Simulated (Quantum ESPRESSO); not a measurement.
**Several settings converged on ScCd (P4mm, 2 atoms in the cell)**

```yaml
crystal:
  lattice:
    - [3.54389, 0.00000, 0.00000]
    - [0.00000, 3.54389, 0.00000]
    - [0.00000, 0.00000, 3.54389]
  atoms:
    - { symbol: Sc, position: [0.50000, 0.50000, 0.51411] }
    - { symbol: Cd, position: [0.00000, 0.00000, 0.00000] }
```

Base method: PBEsol, GBRV 1.5 ultrasoft (PBESOL) pseudopotentials (plane waves; Quantum ESPRESSO 7.5).

Base settings: ecutwfc = 50 Ry; ecutrho = 400 Ry; occupations = smearing; smearing = gaussian; degauss = 0.0073499 Ry; potentials = {Sc: sc_pbesol_v1.uspp.F.UPF, Cd: cd_pbesol_v1.uspp.F.UPF}; K_POINTS = automatic 4 4 4 0 0 0; conv_thr = 1e-10 Ry; mixing_beta = 0.7.

The count of work is k-points × plane waves × bands × iterations; it is no time. Core times come from one kind of shared machine, to one figure; runs under 30 s give none.

**The k-point mesh**

Only quantities that move along the ladder and can be compared are tabulated.

| K_POINTS | free energy less the last step's (meV/atom) | pressure (GPa) | largest difference of a force vector from the last step's (eV/Å) | count of work / last | core time / last (rough) |
|---|---|---|---|---|---|
| automatic 2 2 2 0 0 0 | -56.00 | -5.10 | 0.086 | 0.026 | – |
| automatic 3 3 3 0 0 0 | 72.67 | -3.68 | 0.011 | 0.013 | – |
| automatic 4 4 4 0 0 0 | 64.99 | -3.56 | 0.008 | 0.040 | – |
| automatic 5 5 5 0 0 0 | 5.80 | -3.59 | 0.011 | 0.039 | – |
| automatic 7 7 7 0 0 0 | -0.74 | -3.75 | 0.005 | 0.096 | – |
| automatic 9 9 9 0 0 0 | 0.14 | -3.71 | 0.000 | 0.18 | 0.2 |
| automatic 11 11 11 0 0 0 | -0.37 | -3.73 | 0.000 | 0.30 | 0.3 |
| automatic 13 13 13 0 0 0 | 0.13 | -3.72 | 0.000 | 0.47 | 0.5 |
| automatic 16 16 16 0 0 0 | 0.00 | -3.72 | 0.000 | 1.0 | 1 |

Coarsest K_POINTS that holds the pressure within 1 GPa of the last step, with all finer ones: automatic 3 3 3 0 0 0, at 0.013 of the last step's count of work; the step before is off by 1.4 GPa.

Coarsest K_POINTS that holds the forces within 0.02 eV/Å of the last step, with all finer ones: automatic 3 3 3 0 0 0, at 0.013 of the last step's count of work; the step before is off by 0.086 eV/Å.

Coarsest K_POINTS that holds the free energy within 1 meV/atom of the last step, with all finer ones: automatic 7 7 7 0 0 0, at 0.096 of the last step's count of work; the step before is off by 5.8 meV/atom.

**The k-point mesh at a smearing width of 0.3 eV**

In this ladder: degauss = 0.02205 Ry.

Only quantities that move along the ladder and can be compared are tabulated.

```csv
K_POINTS,free energy less the last step's (meV/atom),pressure (GPa),largest difference of a force vector from the last step's (eV/Å),count of work / last,core time / last (rough)
automatic 3 3 3 0 0 0,64.30,-3.44,0.011,0.0062,–
automatic 4 4 4 0 0 0,56.81,-3.51,0.008,0.016,–
automatic 5 5 5 0 0 0,-0.97,-3.65,0.005,0.019,–
automatic 6 6 6 0 0 0,-7.38,-3.78,0.001,0.039,–
automatic 10 10 10 0 0 0,-0.02,-3.69,0.000,0.12,0.1
automatic 15 15 15 0 0 0,0.01,-3.68,0.000,0.27,0.3
automatic 22 22 22 0 0 0,0.00,-3.68,0.000,1.0,1
```

Coarsest K_POINTS that holds the free energy within 2 meV/atom of the last step, with all finer ones: automatic 10 10 10 0 0 0, at 0.12 of the last step's count of work and about 0.1 of the last step's time; the step before is off by 7.4 meV/atom.

Coarsest K_POINTS that holds the forces within 0.01 eV/Å of the last step, with all finer ones: automatic 4 4 4 0 0 0, at 0.016 of the last step's count of work; the step before is off by 0.011 eV/Å.

Coarsest K_POINTS that holds the pressure within 0.05 GPa of the last step, with all finer ones: automatic 10 10 10 0 0 0, at 0.12 of the last step's count of work and about 0.1 of the last step's time; the step before is off by 0.10 GPa.

**The width of cold smearing**

In this ladder: smearing = marzari-vanderbilt; K_POINTS = automatic 7 7 7 0 0 0.

Narrow widths need finer meshes than wide ones, so the last steps can hold mesh noise.

Only quantities that move along the ladder and can be compared are tabulated; pressure and forces are left out, as mesh noise rules them at narrow widths.

| degauss | free energy less the last step's (meV/atom) |
|---|---|
| 0.073499 Ry | -29.98 |
| 0.036749 Ry | -8.84 |
| 0.02205 Ry | -4.77 |
| 0.0147 Ry | -2.52 |
| 0.0073499 Ry | -0.17 |
| 0.0036749 Ry | 0.00 |

Widest degauss that holds the free energy within 2 meV/atom of the last step, with all finer ones: 0.0073499 Ry; the step before is off by 2.5 meV/atom.

On the base run: the starting cell comes from a database of computed structures (which also holds hypothetical and non-ambient phases and stackings), without a prior relaxation at this level. Its lattice was rescaled by up to half a per cent. One atom was moved a little off its site on purpose. In the base run, with a pressure of about -4 GPa the cell is away from its equilibrium volume at this level. Without a gap this mesh is coarse (it stands for a supercell whose shortest vector is 14 Å).

Left out of this page: 2 runs of the series outside the window shown, repeating another row's setting, or not comparable.
